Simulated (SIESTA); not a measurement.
SIESTA is run on TiV₄CoO₁₂ (C2, 18 atoms in the cell), and the run fails. The aim is a self-consistent single point with DFT, LDA PW92+U, numerical atomic orbitals DZP, PseudoDojo LDA standard norm-conserving potentials (rewritten from UPF to PSML).

Cell that was meant: a = 6.8267 Å, b = 6.8267 Å, c = 5.7485 Å, α = 104.86°, β = 104.86°, γ = 84.40°.

Part of the input:

```
%endblock kgrid.MonkhorstPack
OccupationFunction           FD
ElectronicTemperature        0.05 eV
NetCharge                    -1.0
Spin                         polarized
%block DM.InitSpin
  1 +0.00
```

Log, with long lists cut:

```
        iscf     Eharris(eV)        E_KS(eV)     FreeEng(eV)     dDmax    Ef(eV) dHmax(eV)
   scf:    1   -18830.929538   -19072.303874   -19072.368038  0.856810 -1.656376 55.193674
     spin moment: {S} , |S| = {        0.0        0.0    9.73878 }     9.73878
   scf:    2   -12795.691731   -17207.799045   -17207.860388  1.187627 -5.346889165.242751
     spin moment: {S} , |S| = {        0.0        0.0    4.95944 }     4.95944
   scf:    3   -19163.972765   -19060.817685   -19060.817685  1.154089 -4.651950 67.598089
   [... lines left out ...]
hubbard_term: recalculating Hamiltonian
   scf:  148   -19184.734136   -19184.732505   -19184.787108  0.005258 -5.048785  0.552285
     spin moment: {S} , |S| = {        0.0        0.0    5.11125 }     5.11125
   scf:  149   -19184.757556   -19184.740784   -19184.796065  0.027888 -5.032935  0.382116
     spin moment: {S} , |S| = {        0.0        0.0    5.16783 }     5.16783
   scf:  150   -19184.786009   -19184.752092   -19184.808539  0.055404 -5.010402  0.388539
     spin moment: {S} , |S| = {        0.0        0.0    5.29034 }     5.29034
SCF_NOT_CONV: SCF did not converge in maximum number of steps (required).
SCF_NOT_CONV: SCF did not converge in maximum number of steps (required).
Geom step, scf iteration, dDmax, dHmax:    0   150      0.055404     0.028557
Geom step, scf iteration, dDmax, dHmax:    0   150      0.055404     0.028557

ABNORMAL_TERMINATION
ABNORMAL_TERMINATION
Stopping Program from Node:    0
Stopping Program from Node:    0
```

Question: Find the mistake and give the fix.

Answer: The fault is an unintended net charge. A charged periodic cell changes the electron count and is neutralised by a uniform background, so energy, forces and pressure belong to another system. To fix it, remove the charge. The run ended unconverged after 150 iterations.

An input that runs soundly differs in these lines (not the only fix; some lines may just follow from the change or write a value another way):
```diff
-NetCharge                    -1.0
```

With that input, the run converged in 79 iterations: free energy E − TS -19179.8819 eV; top of the valence band (on the code's own zero) -5.93 eV; gap on the k-point mesh 0.54 eV; pressure -10.62 GPa; largest force (vector length) 0.577 eV/Å (DFT, LDA PW92+U, numerical atomic orbitals DZP, PseudoDojo LDA standard norm-conserving potentials (rewritten from UPF to PSML)).

On the sound input: the starting cell comes from a database of computed structures (which also holds hypothetical and non-ambient phases and stackings), without a prior relaxation at this level. The magnetic order is the one reached from the typed start; others were not searched systematically. With U or open f shells several self-consistent states can exist. Values carry the incompleteness of an atom-centred basis. With a pressure of about -11 GPa the cell is away from its equilibrium volume at this level. The shifted mesh does not hold Γ, so a gap read on it misses any band edge there.
